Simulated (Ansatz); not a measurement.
CdS, pressure series

Base system: CdS in the zinc blende structure (space group F-43m, No. 216; a = 5.8778 Å).

Cell and atoms are relaxed at each pressure.

All numbers come from r2SCAN/PAW in Ansatz (a first-principles code), spin-orbit coupling left out.

Candidates:
(a) pressure −2 GPa
(b) pressure 15 GPa
(c) pressure 50 GPa

For the base:

```
Item        Value
--------  -------
Band gap  1.54 eV
```

Problem. Order them by band gap, lowest first.

Solution. (a) pressure −2 GPa (1.46 eV), (b) pressure 15 GPa (1.90 eV), (c) pressure 50 GPa (2.21 eV)

Load acts through the strain it causes; cell and atoms are relaxed under it. Stability against distortions was not tested. Tetrahedral semiconductors of this kind turn to denser phases somewhere between about 1 and 50 GPa; those were not computed, so compressed cells here can lie past the real transition.
